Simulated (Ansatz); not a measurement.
The reference is Ti in the hcp (Mg type) structure (space group P6_3/mmc, No. 194; relaxed with 0.1 eV smearing).

```
Ti
1.0
    2.90164     0.00000     0.00000
   -1.45082     2.51289     0.00000
    0.00000     0.00000     4.59296
Ti
2
Direct
  0.66667   0.33333   0.75000
  0.33333   0.66667   0.25000
```

Cartesian axes are those of the cell as printed.

Computed with Ansatz (a quantum-chemistry and plane-wave program) PBEsol, spin-orbit coupling left out.

Strains are applied to the cell and any free atomic positions relax.

One change was made to it. Results:

The energy rises by 0.9 meV/atom; the pressure (mean of the normal stresses, compression positive) goes from zero to -1.2 GPa.

Question: Name the change that was made.
(A) uniaxial strain ε_xx = −1.00 %
(B) uniaxial strain ε_xx = +3.00 %
(C) uniaxial strain ε_xx = +1.00 %
(D) uniaxial strain ε_xx = −2.50 %

Answer: C, uniaxial strain ε_xx = +1.00 %. For comparison, the pressure in the other runs: uniaxial strain ε_xx = +3.00 % gives -3.3 GPa; uniaxial strain ε_xx = −2.50 % gives 3.1 GPa; uniaxial strain ε_xx = −1.00 % gives 1.2 GPa.

Stability against distortions was not tested. All final runs are without spin polarisation.
